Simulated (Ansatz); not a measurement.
# Quick settings and what they miss: Ti₅Se₄ (I4/m, 9 atoms in the cell)

Self-consistent single point.

```
CELL_PARAMETERS angstrom
     -4.76022     4.76022     1.71997
      4.76022    -4.76022     1.71997
      4.76022     4.76022    -1.71997
ATOMIC_POSITIONS crystal
  Ti 0.00000 0.00000 0.00000
  Ti 0.30638 0.37215 0.67853
  Ti 0.69362 0.62785 0.32147
  Ti 0.37215 0.69362 0.06577
  Ti 0.62785 0.30638 0.93423
  Se 0.05821 0.27149 0.32970
  Se 0.94179 0.72851 0.67030
  Se 0.27149 0.94179 0.21328
  Se 0.72851 0.05821 0.78672
```

Computed with LDA (PW92), PAW files made with PBE (plane waves; Ansatz, a program for electronic structure).

Base settings: basis.ecutwfc = 420 eV; kpoints.mp_grid.grid = 5 5 5; hamiltonian.xc = lda; hamiltonian.pseudopotentials = {kind: paw} (the program's default PAW files); scf.occupations.method = methfessel_paxton; scf.occupations.width = 0.1 eV.

Tight run (finer mesh or higher cutoff; not a proven limit): basis.ecutwfc: 420 eV → 590 eV; kpoints.mp_grid.grid: 5 5 5 → 7 7 7; scf.convergence.dr2_threshold: default (1e-07 eV) → 1e-09 eV. It gave Fermi level (on the code's own zero) 13.13 eV; pressure -1.36 GPa; largest force (vector length) 0.107 eV/Å.

Quick runs, as changes from the base:
- A: the base itself
- B: basis.ecutwfc: 420 eV → 250 eV; kpoints.mp_grid.grid: 5 5 5 → 1 1 1; hamiltonian.xc: lda → pbesol [PBEsol]
- C: basis.ecutwfc: 420 eV → 250 eV; kpoints.mp_grid.grid: 5 5 5 → 3 3 3; scf.occupations.width: 0.1 eV → 0.5 eV; kpoints.mp_grid.shift: default → 0.5 0.5 0.5; scf.convergence.dr2_threshold: default (1e-07 eV) → 0.001 eV
- D: basis.ecutwfc: 420 eV → 210 eV; kpoints.mp_grid.grid: 5 5 5 → 4 4 4; scf.occupations.width: 0.1 eV → 0.2 eV; scf.convergence.dr2_threshold: default (1e-07 eV) → 0.001 eV
- E: basis.ecutwfc: 420 eV → 295 eV; kpoints.mp_grid.grid: 5 5 5 → 4 4 4; kpoints.mp_grid.shift: default → 0.5 0.5 0.5

Energies are extrapolated to zero smearing width, which holds to low order in the width alone.

Dashes: energy of B, another energy zero.

† marks runs with another functional, U, potentials or spin treatment: their distance from the tight run is not a convergence error alone.

The count of work is k-points × plane waves × bands × iterations; it is no time. 

Pressures in the table are Ansatz's without its Pulay estimate, at a fixed set of plane waves; the tight run's value above holds the estimate.

The starting cell comes from a database of computed structures (which also holds hypothetical and non-ambient phases and stackings), without a prior relaxation at this level. Its lattice was rescaled by a random factor within 2.5 % of one. Spin polarisation is off, so a magnetic state, if there is one, cannot be reached. Without a gap this mesh is coarse (it stands for a supercell whose shortest vector is 17 Å).

```tsv
run	energy less tight (meV/atom)	pressure less tight (GPa)	largest miss in a force vector (eV/Å)	count of work / tight
A	1.2	0.02	0.017	0.20
B†	–	-26.96	1.315	0.0082
C	493.0	-32.46	0.133	0.018
D	2330.7	-109.75	0.705	0.031
E	65.6	-6.09	0.044	0.074
```

Among the runs at the tight run's level, the energy misses run from 1.2 to 2330.7 meV/atom.

Left out of this page: 1 run of the series outside the window shown, repeating another row's setting, or not comparable.

Keys are those of Ansatz 0.2.
